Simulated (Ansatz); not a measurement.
Take SnAu in the NiAs type structure (space group P6_3/mmc, No. 194; a = 4.333 Å, c = 5.553 Å; relaxed with 0.1 eV smearing) as the base. Axes: x lies along a and z along c of the hexagonal cell.

The values are results of Ansatz (a quantum-chemistry and plane-wave program) PBEsol, without spin-orbit coupling, not measurements.

For the base:

- Shortest interatomic distance = 2.776 Å

Perturbation: compressive biaxial strain of 0.40 % in the plane normal to [001], as in epitaxy on a mismatched substrate; the out-of-plane cell vector and the atoms relax.

Problem. How does this affect the shortest interatomic distance and in-plane stress?

Solution. The shortest interatomic distance grows by 0.009 Å, from 2.776 Å to 2.785 Å; the mean in-plane stress (compression positive) is +0.6 GPa.

Stability against distortions was not tested.
